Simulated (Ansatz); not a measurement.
A relaxation of cell and atoms of ZrSnO₃ (Pm-3m, 5 atoms in the cell) with Ansatz (an electronic-structure program).

Level of theory: PBEsol, default PAW files made with PBE (plane waves; Ansatz).

```xyz
5
Lattice="3.9323 0.0000 0.0000 0.0000 3.9323 0.0000 0.0000 0.0000 3.9323" Properties=species:S:1:pos:R:3 pbc="T T T"
Sn     0.0000     0.0000     0.0000
Zr     1.9662     1.9662     1.9662
O      0.0000     1.9662     1.9662
O      1.9662     1.9662     0.0000
O      1.9662     0.0000     1.9662
```

Reference input (self-consistent single point, DFT, PBEsol, plane waves, default PAW files made with PBE): kpoints.mp_grid.grid = 4 4 4; kpoints.mp_grid.shift = 0.5 0.5 0.5; hamiltonian.xc = pbesol; hamiltonian.pseudopotentials = {kind: paw} (the program's default PAW files); scf.occupations.method = methfessel_paxton; scf.occupations.width = 0.272 eV. This run's input differs from it in these lines:

Ansatz 0.2 input:
```diff
@@ -11,2 +11,4 @@
     - { symbol: O, position: [0.500000, 0.000000, 0.500000] }
+basis:
+  ecutwfc: 590.0
 kpoints:
@@ -18,2 +20,4 @@
   occupations: { method: methfessel_paxton, width: 0.272 }
+relax:
+  cell: {}
 output:
```

The program printed (abridged):

```
   [... SCF lines of the steps left out ...]
relax step   1: F+E_penalty+E_count = -11764.24421174 eV  Δ(F+E_penalty+E_count) = +0.000e0 eV  max|allowed force component| = 2.027e-29 eV/Å  Δτ_max = 0.0000 Å  P = +33.865 GPa  Ω = 60.805 Å³  (6 SCF iters, dr2 threshold 1.00e-7 eV, accepted)
relax step   2: F+E_penalty+E_count = -11765.12938236 eV  Δ(F+E_penalty+E_count) = -8.852e-1 eV  max|allowed force component| = 6.363e-30 eV/Å  Δτ_max = 0.0000 Å  P = +0.506 GPa  Ω = 70.139 Å³  energy of the carried Pulay correction = -1.194e-3 eV  [...]
   [... lines left out ...]
relax step   4: F+E_penalty+E_count = -11765.12968666 eV  Δ(F+E_penalty+E_count) = -9.863e-6 eV  max|allowed force component| = 7.415e-30 eV/Å  Δτ_max = 0.0000 Å  P = +0.001 GPa  Ω = 70.346 Å³  energy of the carried Pulay correction = -1.218e-3 eV  [...]
relax step   5: F+E_penalty+E_count = -11765.13072747 eV  Δ(F+E_penalty+E_count) = -1.041e-3 eV  max|allowed force component| = 4.786e-30 eV/Å  Δτ_max = 0.0000 Å  P = -0.010 GPa  Ω = 70.346 Å³  stress off target by 9.54e-3 GPa  SCF on the basis [...]
basis re-selected at this cell: Δ(F+E_penalty+E_count) = -1.041e-3 eV, ΔP = -0.010 GPa vs the last step
the relaxation is at rest under the 48 symmetry operations that the run kept from its start: a minimum is not shown …
Stability not checked (fill_not_monotonic)
Free energy (F): -11765.130727 eV
Internal energy: -11765.130727 eV  (E = F + TS)
   [... lines left out ...]
Fermi energy:    10.533658 eV
  cell:  # Å, volume = 70.3463 Å³
   [... lines left out ...]
    - [1.0271626370065257e-33, 0.0, 4.1280709753434754]
  atoms:
    - { symbol: Sn, position: [-4.1069370667258374e-36, 1.900414978045473e-36, 3.061071105598381e-37] }
    - { symbol: Zr, position: [0.5, 0.5, 0.5] }
    - { symbol: O, position: [2.2702944032295603e-36, 0.5, 0.5] }
    - { symbol: O, position: [0.5, 0.5, 5.101785175469618e-38] }
    - { symbol: O, position: [0.5, -1.4029909234238656e-37, 0.5] }
```

The run converged. 

Summary of the result:
Free energy E − TS (on the zero of these files): -11765.1307 eV
Top of the valence band (on the code's own zero): 8.98 eV
Gap on the k-point mesh: 3.11 eV
Pressure: -0.01 GPa
Final cell: a = b = c = 4.1281 Å, α = β = γ = 90.00°
Final volume per atom: 14.07 Å³
Relaxation steps: 5

The starting cell was generated: these elements placed on a structure prototype, without a prior relaxation; it need not be a known phase or ordering of this composition. Its lattice was rescaled by a random factor within 2.5 % of one. The relaxation keeps the symmetry of its start, so its end need not be a minimum. Ansatz's pressure includes its estimate of the finite-basis (Pulay) stress. The shifted mesh does not hold Γ, so a gap read on it misses any band edge there.
